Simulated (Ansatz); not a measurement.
AlP (model structure, started from the NiAs type, P6₃/mmc, No. 194, 4 atoms in the cell) was calculated with PBEsol in Ansatz (plane waves, PAW).

Excerpt of the program's output:

```
Crystal: 4 atoms, lattice volume = 63.548 Å³
Basis set: ecut = 520 eV, 1725 PW (Γ), exchange–correlation on 54×54×90 points (8 copies of the dense FFT grid, shifted against one another)
Bands: 12, of which v1, the nominal top of the filled ones, is band 8 counted from 1 (7 counted from 0)
Symmetry: 24 space group operations
Space group: P63/mmc (ITA 194), of the structure as read, at distance tolerance 4.0e-5 Å
k-points: 222 of 3240
Functional: x = pbesol(κ = 0.804, μ = 0.12345679012345678), c = pbesol(β = 0.046)
SCF iter   1: F=—  HF=-2530.801365 eV  |F-HF|=—  |Δ(HF+E_count)|=         —  Δρ=3.73e-3  dr2=1.00e-2
SCF iter   2: F=—  HF=-2530.799543 eV  |F-HF|=—  |Δ(HF+E_count)|=   1.82e-3  Δρ=2.14e-3  dr2=3.32e-3
  ...
SCF iter   6: F=—  HF=-2530.798923 eV  |F-HF|=—  |Δ(HF+E_count)|=   1.04e-8  Δρ=8.53e-7  dr2=4.02e-10
SCF iter   7: F=-2530.798923 eV  HF=-2530.798923 eV  |F-HF|=2.18e-11  |Δ(HF+E_count)|=  1.54e-10  Δρ=1.69e-7  dr2=3.03e-11
SCF 1 converged in 7 iterations: F = -2530.798923 eV  dr2 = 3.03e-11
SCF converged after 7 iterations
Free energy (F): -2530.798923 eV
Internal energy: -2530.794147 eV  (E = F + TS)
E sigma→0 (E₀):  -2530.796535 eV
Fermi energy:    8.351640 eV
--- Stress (GPa, compression-positive) ---
        0.055926      -0.000000      -0.000000
       -0.000000       0.055926      -0.000000
       -0.000000      -0.000000      -0.099534
  P = ⅓ Tr σ = 0.0041 GPa (0.041 kbar)
```

Problem. Write an input file that could have produced this run (the log leaves some choices open).

Solution. Several could match; the one computed here: 
Ansatz 0.2 input:
```yaml
crystal:
  lattice:
    - [3.5799016596, 0.0000002822, 0.0]
    - [-1.7899510742, 3.1002856391, 0.0]
    - [0.0, 0.0, 5.7257351716]
  atoms:
    - { symbol: Al, position: [0.0, 0.0, 0.0] }
    - { symbol: Al, position: [0.0, 0.0, 0.5] }
    - { symbol: P, position: [0.3333333333, 0.6666666667, 0.25] }
    - { symbol: P, position: [0.6666666667, 0.3333333333, 0.75] }
basis:
  ecutwfc: 520
  ecutrho_ratio: 4
  xc_grid: 2
kpoints:
  mp_grid: { grid: [18, 18, 10] }
hamiltonian:
  xc: pbesol
  dispersion: none
  pseudopotentials: { kind: paw }
scf:
  occupations: { method: fermi_dirac, width: 0.05 }
  convergence: { dr2_threshold: 0.0000000004 }
output:
  forces: true
  stress: true
  eigenvalues: true
```

The PAW data were made under PBE.

Note: the relaxation could raise the start's symmetry but not lower it, so the cell can be a saddle point.

Cost on a shared machine: very roughly 12 core-seconds.

A model structure was made by putting elements into a prototype or built by hand; it is no filed structure, need not be a known phase, and can be a saddle point held by its symmetry.

Ansatz is a quantum-chemistry and plane-wave program.
